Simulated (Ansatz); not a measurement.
Start from Rh in the diamond structure (space group Fd-3m, No. 227; a = 5.5166 Å; a hypothetical phase, not in the database extracts checked; relaxed with 0.1 eV smearing). Axes: x, y, z lie along the cube axes.

All numbers come from PBE (Ansatz, a program for electronic structure), without spin-orbit coupling.

The change: uniaxial strain ε_yy = −1.48 %, all other strain components held at zero, atoms relaxed at fixed cell.

Predict the stress tensor and what it implies for the stiffness.

Stress of the strained cell less that of the base (GPa, compression positive):
```
    2.0     0.0     0.0
    0.0     1.8     0.0
    0.0     0.0     2.0
```

Then −Δσ_ii/ε with ε = -0.0148 gives secant stiffness values (nonlinear terms included at this strain): C22 ≈ 120 GPa, C12 ≈ 138 GPa and C23 ≈ 138 GPa.

An off-diagonal value above the diagonal one breaks a Born criterion: the base is elastically unstable at this level, or the strain is beyond its stable range.

No phonon test of stability was made. The final runs are not spin-polarised. Rh has a high density of states at the Fermi level and may be magnetic at this level.
